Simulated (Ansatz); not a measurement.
Effect of pressure 10 GPa on CaF2

Base system: CaF2 in the fluorite structure (space group Fm-3m, No. 225; a = 5.420 Å).

Now apply this change: cell and atoms relaxed at a pressure of 10 GPa.

The values are results of PBEsol (Ansatz, a quantum-chemistry and plane-wave program; PAW; 420 eV plane waves; no spin-orbit coupling), not measurements. Settings: 9×9×9 k-points, 0.05 eV Fermi–Dirac smearing.

The volume per atom shrinks by 1.18 Å³ (13.27 Å³ → 12.09 Å³) and the lattice parameter a drops by 0.166 Å, from 5.420 Å to 5.254 Å. The shortest interatomic distance decreases by 0.072 Å (2.347 Å → 2.275 Å) and the enthalpy H = E + PV relative to the base's energy comes out as +0.79 eV/atom. The band gap increases by 0.566 eV to 7.81 eV (an upper bound: an edge found on the path is not a true extremum; the base alone).

Final structure:

```yaml
crystal:
  lattice:
    - [0.00000, 2.62711, 2.62711]
    - [2.62711, 0.00000, 2.62711]
    - [2.62711, 2.62711, 0.00000]
  atoms:
    - { symbol: Ca, position: [0.00000, 0.00000, 0.00000] }
    - { symbol: F, position: [0.75000, 0.75000, 0.75000] }
    - { symbol: F, position: [0.25000, 0.25000, 0.25000] }
```

Load acts through the strain it causes; cell and atoms are relaxed under it. Stability against distortions was not tested. No other phases were tried under pressure. The base started in Pca2_1 and relaxed to Fm-3m at this level.
